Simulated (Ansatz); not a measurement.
Take Al in the fcc (Cu type) structure (space group Fm-3m, No. 225; a = 4.015 Å; relaxed with 0.1 eV smearing) as the base. Axes: x, y, z lie along the cube axes.

Level of theory: DFT with PBEsol, PAW potentials and a 420 eV plane-wave cutoff in Ansatz (a quantum-chemistry and plane-wave program), no SOC.

It is then changed as follows: uniaxial strain ε_zz = −3.00 %, all other strain components held at zero; the atoms relax in the strained cell.

Task: Predict the stress tensor and what it implies for the stiffness.

Result: Stress of the strained cell less that of the base (GPa, compression positive):
```
    2.1     0.0     0.0
    0.0     2.1     0.0
    0.0     0.0     4.0
```

Then −Δσ_ii/ε with ε = -0.0300 gives secant stiffness values (nonlinear terms included at this strain): C33 ≈ 132 GPa, C13 ≈ 71 GPa and C23 ≈ 71 GPa.

As a check, the harmonic strain energy −½ V₀ Δσ:ε is 6.0 meV/atom; the computed energy rise is 5.6 meV/atom.

Whether these cells are dynamically stable was not tested.
